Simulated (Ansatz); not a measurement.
Base system: Ga₂O₃ (space group C2/m, No. 12; a = 12.455 Å, b = 3.083 Å, c = 5.878 Å, α = 90.00°, β = 103.70°, γ = 90.00°).

Levels (all Ansatz, a program for electronic structure, PAW): PBE (420 eV, no SOC); PBEsol (420 eV, no spin-orbit coupling).

Levels that relaxed their own cell: PBE and PBEsol.

```csv
level,band gap
PBE,2.01 eV
PBEsol,2.22 eV
```

Measured: band gap 4.85 eV (room temperature; as listed in Kelsey A. Mengle et al., Applied Physics Letters (2016)).

Computed minus measured — band gap: PBE -2.84 eV, PBEsol -2.63 eV (closest: PBEsol). Measured values not marked as corrected hold thermal and zero-point effects that the static-lattice runs lack. A measured gap can be an optical one, lowered by exciton binding. Levels without spin-orbit coupling miss its effect on the gap.

Whether these cells are dynamically stable was not tested.
